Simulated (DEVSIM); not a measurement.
Device: illuminated Si n-on-p cell, one wavelength, at 400 K.

| layer (left to right) | material | thickness (μm) | Nd (cm⁻³) | Na (cm⁻³) | τn (s) | τp (s) | absorption coefficient (cm⁻¹) |
|---|---|---|---|---|---|---|---|
| 1 | Si | 0.0590 | 2e18 | - | 1.6e-5 | 1.1e-6 | 17000 |
| 2 | Si | 130 | - | 1.5e15 | 1.9e-5 | 1.9e-5 | 17000 |

Left contact: ohmic, minority hole recombination velocity 1e6 cm/s. Right contact: ohmic, minority electron recombination velocity 900 cm/s. Voltage is applied to the left contact. Recombination: SRH at mid-gap, radiative, Auger. Gap narrowing is on: ΔEg = 6.92 meV × (l + √(l² + 0.5)), l = ln(N/1.3e17 cm⁻³), shared equally by both band edges. Light enters at the left, 2.2e18 photons cm⁻² s⁻¹, one pass, no reflection. Mobility is μmin + (μ − μmin)/(1 + (N/Nref)^α).

The device is made up for the run: typed textbook-type constants, with dimensions and the other settings drawn at random. Values at 300 K; Nc and Nv go as T^1.5, mobilities as T to minus their exponent, the gap by Varshni's rule with the affinity fixed.

```csv
parameter,Si
gap (eV),1.124
affinity (eV),4.05
permittivity,11.7
Nc (cm⁻³),2.86e19
Nv (cm⁻³),3.1e19
μn (cm²/Vs),1417
μp (cm²/Vs),470
"μn,min",52
"μp,min",45
"Nref,n",9.7e16
"Nref,p",2.2e17
αn,0.68
αp,0.72
T exponent of μn,2.3
T exponent of μp,2.2
B (cm³/s),4.7e-15
Cn (cm⁶/s),2.8e-31
Cp (cm⁶/s),9.9e-32
Varshni α (eV/K),0.000473
Varshni β (K),636
```

DEVSIM, 1D drift-diffusion, Boltzmann statistics, complete ionisation; no tunnelling, impact ionisation, image-force lowering or self-heating.

Base results: share of generated pairs collected at short circuit 0.966; fill factor 0.61; largest field in the device at zero bias (V/cm) 75000; open-circuit voltage (V) 0.372.

### Question
What follows from this one change: temperature 400 → 350 K?

### Answer
share of generated pairs collected at short circuit little changed (0.967); fill factor 0.61 → 0.71; largest field in the device at zero bias 75000 → 69000 V/cm; open-circuit voltage 0.372 → 0.486 V.

### Question
What follows from this one change: constant mobility in place of the doping-dependent one?

### Answer
share of generated pairs collected at short circuit 0.966 → 0.977; fill factor 0.61 → 0.59; largest field in the device at zero bias little changed (75000 V/cm); open-circuit voltage 0.372 → 0.360 V.
